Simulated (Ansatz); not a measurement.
Consider BeS in the zinc blende structure (space group F-43m, No. 216; a = 4.7964 Å). Axes: x, y, z lie along the cube axes.

Level of theory: plane-wave PAW DFT at the LDA level (Ansatz, a quantum-chemistry and plane-wave program, 420 eV), scalar-relativistic without spin-orbit coupling.

Strains are applied to the cell and any free atomic positions relax; under biaxial strain the out-of-plane vector relaxes too.

One change was made to it. Results:

```csv
quantity,base,after
"valley order (the lowest conduction-band minima on the path, energy above the VBM, named in the base's zone)",X along ⟨100⟩ 2.82 eV,X along [010] 2.60 eV; X along [001] 2.91 eV
volume per atom,13.79 Å³,13.46 Å³
electron mass,"0.80 mₑ along k, 0.28 mₑ across (at X)","0.76 mₑ along k, 0.28 mₑ across (at X)"
```

Task: Name the change that was made.
(A) biaxial strain −2.00 %, plane normal [001], relaxed out of plane
(B) biaxial strain −2.50 %, plane normal [001], relaxed out of plane
(C) biaxial strain −1.00 %, plane normal [001], relaxed out of plane

Result: A, biaxial strain −2.00 %, plane normal [001], relaxed out of plane. For comparison, the valley order in the other runs: biaxial strain −1.00 %, plane normal [001], relaxed out of plane gives X along [010] 2.71 eV; X along [001] 2.86 eV; biaxial strain −2.50 %, plane normal [001], relaxed out of plane gives X along [010] 2.54 eV; X along [001] 2.93 eV.

The levels and masses belong to the bands next to the band gap. Masses are band curvatures over ±0.01 Å⁻¹ around the edge. Along k means along the line from Γ to the band edge. No phonon test of stability was made.
